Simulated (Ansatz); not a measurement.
# A computed series for SrVO3: response to strain

Consider SrVO$_{3}$ in the cubic perovskite structure (space group Pm-3m, No. 221; a = 3.809 Å). Axes: x, y, z lie along the cube axes.

Strains are applied to the cell and any free atomic positions relax; under biaxial strain the out-of-plane vector relaxes too; under stress the whole cell relaxes.

Computed with plane-wave PAW DFT at the PBEsol level (Ansatz, a first-principles code, 420 eV), scalar-relativistic without spin-orbit coupling.

Notes on the quantities. pressure: mean of the normal stresses, compression positive; energy relative to the base: free energy F.

```tsv
change	pressure	energy relative to the base	volume per atom
base	0.0 GPa	0 meV/atom	11.06 Å³
biaxial strain +0.38 %, plane normal [001], relaxed out of plane	-1.0 GPa	+0.4 meV/atom	…
isotropic strain −4.45 %	36.9 GPa	…	9.64 Å³
isotropic strain +1.04 %	-5.8 GPa	+6.5 meV/atom	11.40 Å³
uniaxial strain ε_xx = −4.35 %	10.5 GPa	+28 meV/atom	10.57 Å³
uniaxial strain ε_yy = +5.10 %	-8.3 GPa	+27 meV/atom	11.62 Å³
uniaxial stress, 0.5 GPa compression along x	–	0.0 meV/atom	11.05 Å³
tensor shear ε_yz = −3.82 %	…	+25 meV/atom	11.04 Å³
```

Task: Complete the table.

Result: 
- biaxial strain +0.38 %, plane normal [001], relaxed out of plane, volume per atom: 11.11 Å³
- isotropic strain −4.45 %, energy relative to the base: +144 meV/atom
- tensor shear ε_yz = −3.82 %, pressure: 0.6 GPa

Without a gap, meshes like the base's 12×12×12 leave anisotropic stresses uncertain by several tenths of a GPa, and small strain energies with them. Stability under load was not tested beyond the relaxation. Starting moments died away, wholly or in part, for the base; another magnetic solution may exist. No Hubbard U is applied, and correlation can decide whether such a compound is a metal. All final runs are without spin polarisation. An odd electron count without spin: SrVO3.
